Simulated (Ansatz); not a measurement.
Start from CdTe in the zinc blende structure (space group F-43m, No. 216; a = 6.558 Å).

The values are results of r2SCAN (Ansatz, a quantum-chemistry and plane-wave program, PAW, scalar-relativistic without spin-orbit coupling), not measurements.

Before the change:

| Property | Result |
|---|---|
| Valley order | Γ 1.17 eV; L along ⟨111⟩ 2.20 eV |

Perturbation: the cell is scaled by 1.0187 in all directions; the atoms relax in the strained cell.

Q: How does this affect the energy relative to the base and valley order?

A: The energy rises by 13 meV/atom; the valley order (the lowest conduction-band minima on the path, energy above the VBM, named in the base's zone) changes from Γ 1.17 eV; L along ⟨111⟩ 2.20 eV to Γ 0.99 eV; L along ⟨111⟩ 2.13 eV.

Spin-orbit coupling, missing from the scalar runs, can matter with Te. The levels and masses belong to the bands next to the band gap. Whether these cells are dynamically stable was not tested.
